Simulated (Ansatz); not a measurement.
## CdS (Fm-3m, No. 225, 2 atoms in the cell; start mp-370; high-pressure phase)

Calculation: r²SCAN+rVV10 (Ansatz, a first-principles code, plane waves, PAW).

Numerical settings: plane-wave cutoff 560 eV, 10×10×10 k mesh, Fermi–Dirac smearing 0.01 eV, scalar-relativistic PAW data made under PBE.

Cell (relaxed at this level):

```
CdS
1.0
    0.00000     2.71425     2.71425
    2.71425     0.00000     2.71425
    2.71425     2.71425     0.00000
Cd S
1 1
Direct
  0.00000   0.00000   0.00000
  0.50000   0.50000   0.50000
```

```
Property                        Value
--------  ---------------------------
band gap  0.73 eV (on the SCF k mesh)
```

Note: the relaxation could not lower the start's symmetry, so the cell can be a saddle point above a distorted one.

Spin–orbit coupling is not included.

Computed values are for the static lattice.

A start named mp-… is a Materials Project structure, which need not be a measured phase.
